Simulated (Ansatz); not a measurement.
**bcc V (0 0 1) on 3C silicon carbide (0 0 1) (film strained to the substrate, started from cuts of the bulks and a machine-learned relaxation)**

A periodic stack without vacuum, bcc V (0 0 1) on 3C silicon carbide (0 0 1) (film strained to the substrate, started from cuts of the bulks and a machine-learned relaxation): substrate slab C6Si5, film V8, surface cells [[1, 0], [1, 1]] and [[0, 1], [-1, 0]], film strained by +3.3 and +3.3 %, outermost planes C/C and V/V as cut, which need not be the usual terminations and can put a slab off its formula.

The start was prepared with a machine-learned potential, and the result is one local minimum, with the in-plane cell held and forces under 0.04 eV/Å; the film can end far from its bulk form.

Calculation: PBE (plane waves to 420 eV, PAW; Ansatz, a program for electronic structure). Scalar-relativistic, without spin–orbit coupling; the runs are not spin-polarised; PBE gaps are too small against experiment. Its k-point mesh 10×10×1, Fermi–Dirac width 0.05 eV.

```
Item                                                                                       Value
-------------------------------------------------------------------------------  ---------------
interface area                                                                            9.6 Å²
period                                                                                   22.98 Å
gaps between the outermost planes at the two interfaces                          0.81 and 0.81 Å
C–V contacts across the interfaces within 1.22 times the sum of covalent radii   10, mean 2.32 Å
Si–V contacts across the interfaces within 1.22 times the sum of covalent radii   4, mean 2.57 Å
```

```xyz
19
Lattice="3.0933 0.0005 0.1672 -0.0003 3.0972 -0.0123 1.8692 0.1429 23.1093" Properties=species:S:1:pos:R:3 pbc="T T T"
C      3.7255     1.7773     2.8090
C      2.3066     3.3214     0.3745
C      3.4887     1.7958     7.1742
C      2.0601     3.3346     4.8987
C      3.2366     1.8148    11.6971
C      1.8233     3.3532     9.2636
Si     3.6659     3.3300     3.8936
Si     2.2394     1.7623     1.6132
Si     3.4295     3.3488     8.2568
Si     2.0011     1.7906     5.9978
Si     1.7737     1.8093    10.3825
V      3.1278     1.8239    13.9467
V      1.5329     0.2689    12.4243
V      3.0093     1.8343    16.8392
V      1.5400     0.2805    15.3046
V      2.8383     1.8500    19.7247
V      1.3785     0.2908    18.1907
V      2.6737     2.0202    22.5953
V      1.2092     0.3430    21.0797
```
